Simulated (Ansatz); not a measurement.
# (Ru,Ta): RuTa7

A 16-atom cell of (Ru,Ta) started in the hexagonal close-packed structure, site fractions Ru 0.125, Ta 0.875, short-range order -0.05 among the nearest mixed sites of the first mixed sublattice (0 is random, a negative value favours unlike neighbours), space group C2/m at the end, an ordered arrangement that its symmetry holds, its cell sheared by up to 7° against the end member's.

These are PBE (plane waves to 420 eV, PAW; Ansatz, an electronic-structure program) values and carry that method's errors. Spin–orbit coupling is left out; the runs are not spin-polarised. Its k-point mesh 6×6×6, Fermi–Dirac width 0.05 eV.

| Property | Value |
|---|---|
| volume per atom | 17.61 Å³ |
| Ta–Ta bonds (within 1.22 times the sum of covalent radii) | 3.034 Å on average, from 2.807 to 3.332 (85) |
| Ru–Ta bonds (within 1.22 times the sum of covalent radii) | 2.995 Å on average, from 2.772 to 3.348 (26) |
| Ru–Ru bonds (within 1.22 times the sum of covalent radii) | 3.272 Å on average, from 3.272 to 3.272 (1) |
| check of the structure type | not passed: over a tenth of the atoms count other neighbours than the ideal type within 1.2 times their shortest bond (scaled by covalent radii), so no mixing enthalpy is given |

```xyz
16
Lattice="0.4632 -5.4174 -4.6382 -0.4632 5.4174 -4.6382 5.6504 -0.5273 4.6382" Properties=species:S:1:pos:R:3 pbc="T T T"
Ta     1.8096    -0.8784    -3.4786
Ta     5.8439     1.5078     1.1595
Ru     6.3198    -3.9370     1.1595
Ta     4.6116    -1.0576     1.1595
Ta     3.0421     1.6870    -3.4786
Ta     3.4273    -3.6870    -3.4786
Ru     1.3337     4.5662    -3.4786
Ta     4.6893    -1.1012    -3.4786
Ta     2.6472    -2.2325    -1.1147
Ta     1.0016     0.5783    -1.1159
Ta     1.0016     0.5783    -5.8414
Ta    -0.6442     3.3891    -5.8425
Ta     3.8268     0.3146    -1.1595
Ta     4.2900    -5.1028    -1.1596
Ta     2.1840     3.1849    -1.2044
Ta    -0.1810    -2.0283    -5.7529
```
